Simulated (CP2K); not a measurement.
CP2K run on HgSe (F-43m, 2 atoms in the cell): self-consistent single point.

Method of the run: CP2K with PBE, GPW, DZVP-MOLOPT-SR-GTH basis, GTH-PBE potentials (GTH_POTENTIALS).

The change in words: lattice scaled by 0.98. Reference geometry:
```yaml
crystal:
  lattice:
    - [4.30749, 0.00000, 0.00000]
    - [2.15374, 3.73040, 0.00000]
    - [2.15374, 1.24347, 3.51705]
  atoms:
    - { symbol: Hg, position: [0.00000, 0.00000, 0.00000] }
    - { symbol: Se, position: [0.75000, 0.75000, 0.75000] }
```

Reference input (self-consistent single point, DFT PBE, GPW, DZVP-MOLOPT-SR-GTH basis, GTH-PBE potentials (GTH_POTENTIALS)): CUTOFF = 500 Ry; REL_CUTOFF = 60 Ry; SMEAR/METHOD = FERMI_DIRAC; ELECTRONIC_TEMPERATURE = 1160.45 K; KPOINTS/SCHEME = MONKHORST-PACK 9 9 9; XC_FUNCTIONAL = PBE; Hg/BASIS_SET = DZVP-MOLOPT-SR-GTH; Hg/POTENTIAL = GTH-PBE-q12; Se/BASIS_SET = DZVP-MOLOPT-SR-GTH; Se/POTENTIAL = GTH-PBE-q6; METHOD = GPW; EPS_DEFAULT = 1e-10. This run's input differs from it in these lines:

```diff
@@ -63,5 +63,5 @@
     &CELL
-      A 4.30748900 0.00000000 0.00000000
-      B 2.15374500 3.73039500 0.00000000
-      C 2.15374500 1.24346500 3.51705000
+      A 4.22134000 0.00000000 0.00000000
+      B 2.11067000 3.65578800 0.00000000
+      C 2.11067000 1.21859600 3.44671000
       PERIODIC XYZ
@@ -70,3 +70,3 @@
       Hg       0.00000000     0.00000000     0.00000000
-      Se       6.46123425     3.73039500     2.63778750
+      Se       6.33201000     3.65578800     2.58503250
     &END COORD
```

Output, abridged:

```
 SCF WAVEFUNCTION OPTIMIZATION

  Step     Update method      Time    Convergence         Total energy    Change
     1 NoMix/Diag. 0.30E+00      -     1.12236997       -50.7183645403 -5.07E+01
     2 Broy./Diag. 0.30E+00      -     0.02675195       -50.8543586183 -1.36E-01
     3 Broy./Diag. 0.30E+00      -     0.08869239       -50.6688007862  1.86E-01
     4 Broy./Diag. 0.30E+00      -     0.00405330       -50.5436240761  1.25E-01
     5 Broy./Diag. 0.30E+00      -     0.00340451       -50.5636816654 -2.01E-02
     6 Broy./Diag. 0.30E+00      -     0.00075709       -50.5691429620 -5.46E-03
   [... 8 lines left out ...]
    15 Broy./Diag. 0.30E+00      -     0.00000044       -50.5612300911 -4.01E-06
    16 Broy./Diag. 0.30E+00      -     0.00000028       -50.5612321597 -2.07E-06
    17 Broy./Diag. 0.30E+00      -     0.00000010       -50.5612330769 -9.17E-07
    18 Broy./Diag. 0.30E+00      -     0.00000002       -50.5612331178 -4.09E-08
  *** SCF run converged in    18 steps ***

  Overlap energy of the core charge distribution:               0.00000000998325
  Self energy of the core charge distribution:                -91.17862619564360
  Core Hamiltonian energy:                                     26.50906174507033
  Hartree energy:                                              22.17996726704403
  Exchange-correlation energy:                                 -8.07158479187817
  Electronic entropic energy:                                  -0.00005115238498
  Fermi energy:                                                 0.18538962937985

  Total energy:                                               -50.56123311781211
  Total energy (extrapolated to T->0):                        -50.56120754161962

                     Mulliken Population Analysis

   [... lines left out ...]

 STRESS| Analytical stress tensor [bar]
 STRESS|                        x                   y                   z
 STRESS|      x        9.58654839283E+04  -1.05836231401E-02  -7.48371642089E-03
 STRESS|      y       -1.05836231401E-02   9.58653954038E+04  -1.73204262389E-02
 STRESS|      z       -7.48371642089E-03  -1.73204262389E-02   9.58653580675E+04
 STRESS| 1/3 Trace                                             9.58654124665E+04
```

The run converged in 18 iterations. Against the reference run the free energy rises by 74.3 meV/atom and the pressure goes from 5.00 to 9.59 GPa.

The starting cell comes from a database of computed structures (which also holds hypothetical and non-ambient phases and stackings), without a prior relaxation at this level. Its lattice was rescaled by a random factor within 2.5 % of one. For this run, on top of that: lattice scaled by 0.98. Values carry the incompleteness of an atom-centred basis. With a pressure of about 10 GPa the cell is away from its equilibrium volume at this level. The run gives no clean gap (levels at the Fermi energy touch, overlap or are partly filled at this smearing), which alone does not show that the compound is a metal.

Cost on one core of a shared machine: roughly 90 s.
